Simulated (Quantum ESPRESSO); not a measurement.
Several settings converged on ScCd (P4mm, 2 atoms in the cell)

```xyz
2
Lattice="3.5439 0.0000 0.0000 0.0000 3.5439 0.0000 0.0000 0.0000 3.5439" Properties=species:S:1:pos:R:3 pbc="T T T"
Sc     1.7719     1.7719     1.8219
Cd     0.0000     0.0000     0.0000
```

Base method: PBEsol, GBRV 1.5 ultrasoft (PBESOL) pseudopotentials (plane waves; Quantum ESPRESSO).

Base settings: ecutwfc = 50 Ry; ecutrho = 400 Ry; occupations = smearing; smearing = gaussian; degauss = 0.0073499 Ry; potentials = {Sc: sc_pbesol_v1.uspp.F.UPF, Cd: cd_pbesol_v1.uspp.F.UPF}; K_POINTS = automatic 4 4 4 0 0 0; conv_thr = 1e-10 Ry; mixing_beta = 0.7.

The count of work is k-points × plane waves × bands × iterations; it is no time. Core times come from one kind of shared machine, to one figure; runs under 30 s give none.

**The k-point mesh at a smearing width of 0.05 eV**

In this ladder: degauss = 0.0036749 Ry.

The second cell is the first with its lattice scaled by 0.98.

Only quantities that move along the ladder and can be compared are tabulated.

```csv
K_POINTS,free energy less the last step's (meV/atom),energy of the compressed cell less the first (meV/atom),pressure (GPa),largest difference of a force vector from the last step's (eV/Å),count of work / last,core time / last (rough)
automatic 3 3 3 0 0 0,77.09,-10.26,-3.68,0.011,0.0096,–
automatic 4 4 4 0 0 0,69.32,-9.72,-3.58,0.008,0.033,–
automatic 5 5 5 0 0 0,6.16,-9.09,-3.56,0.012,0.029,–
automatic 6 6 6 0 0 0,-6.80,-10.94,-3.78,0.004,0.073,–
automatic 7 7 7 0 0 0,-0.30,-10.95,-3.77,0.005,0.071,–
automatic 10 10 10 0 0 0,-0.14,-10.36,-3.71,0.001,0.21,0.3
automatic 15 15 15 0 0 0,-0.12,-10.49,-3.72,0.000,0.51,0.6
automatic 18 18 18 0 0 0,0.00,-10.50,-3.73,0.000,1.0,1
```

Coarsest K_POINTS that holds the free energy within 5 meV/atom of the last step, with all finer ones: automatic 7 7 7 0 0 0, at 0.071 of the last step's count of work; the step before is off by 6.8 meV/atom.

Coarsest K_POINTS that holds the pressure within 0.05 GPa of the last step, with all finer ones: automatic 7 7 7 0 0 0, at 0.071 of the last step's count of work; the step before is off by 0.06 GPa.

Coarsest K_POINTS that holds the energy of the compressed cell less the first within 0.5 meV/atom of the last step, with all finer ones: automatic 6 6 6 0 0 0, at 0.073 of the last step's count of work; the step before is off by 1.4 meV/atom.

The energy difference between the two cells stays within 1 meV/atom of the last step's from automatic 6 6 6 0 0 0 on, the total only from automatic 7 7 7 0 0 0 on: much of the error is common to both cells and cancels.

**The width of Methfessel-Paxton smearing**

In this ladder: smearing = methfessel-paxton; K_POINTS = automatic 7 7 7 0 0 0.

Narrow widths need finer meshes than wide ones, so the last steps can hold mesh noise.

Only quantities that move along the ladder and can be compared are tabulated; pressure and forces are left out, as mesh noise rules them at narrow widths.

| degauss | free energy less the last step's (meV/atom) |
|---|---|
| 0.073499 Ry | -1.04 |
| 0.036749 Ry | -4.95 |
| 0.02205 Ry | -2.03 |
| 0.0147 Ry | -0.65 |
| 0.0073499 Ry | -0.16 |
| 0.0036749 Ry | 0.00 |

Widest degauss that holds the free energy within 0.5 meV/atom of the last step, with all finer ones: 0.0073499 Ry; the step before is off by 0.65 meV/atom.

On the base run: the starting cell comes from a database of computed structures (which also holds hypothetical and non-ambient phases and stackings), without a prior relaxation at this level. Its lattice was rescaled by up to half a per cent. One atom was moved a little off its site on purpose. In the base run, with a pressure of about -4 GPa the cell is away from its equilibrium volume at this level. Without a gap this mesh is coarse (it stands for a supercell whose shortest vector is 14 Å).

Left out of this page: 2 runs of the series outside the window shown, repeating another row's setting, or not comparable.
